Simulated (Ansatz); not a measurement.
## TiB2: response to strain

Consider TiB2 (space group P6/mmm, No. 191; a = 3.017 Å, c = 3.185 Å). Axes: x lies along a and z along c of the hexagonal cell.

Strains are applied to the cell and any free atomic positions relax; under biaxial strain the out-of-plane vector relaxes too.

Level of theory: Kohn–Sham DFT with the PBEsol functional, run in Ansatz (a program for electronic structure) with PAW and 420 eV plane waves, no spin-orbit coupling, earlier PAW set.

Notes on the quantities. energy relative to the base: free energy F; pressure: mean of the normal stresses, compression positive.

| variant | energy relative to the base | shortest interatomic distance | pressure |
|---|---|---|---|
| base | 0 meV/atom | 1.742 Å | 0.0 GPa |
| biaxial strain −4.21 %, plane normal [001], relaxed out of plane | – | 1.669 Å | ? |
| isotropic strain −1.04 % | +7.0 meV/atom | 1.724 Å | 8.9 GPa |
| isotropic strain −0.86 % | ? | 1.727 Å | 7.3 GPa |
| uniaxial strain ε_zz = −3.48 % | ? | 1.742 Å | 9.0 GPa |
| tensor shear ε_xz = +2.61 % | +20 meV/atom | 1.742 Å | ? |

Q: Complete the table.

A: 
- biaxial strain −4.21 %, plane normal [001], relaxed out of plane, pressure: 23.0 GPa
- isotropic strain −0.86 %, energy relative to the base: +4.8 meV/atom
- uniaxial strain ε_zz = −3.48 %, energy relative to the base: +16 meV/atom
- tensor shear ε_xz = +2.61 %, pressure: 0.9 GPa

The mesh was chosen for an insulator and is coarse for the gapless case. Without a gap, meshes like the base's 13×13×10 leave anisotropic stresses uncertain by several tenths of a GPa, and small strain energies with them. Stability against distortions was not tested. The final runs are not spin-polarised.
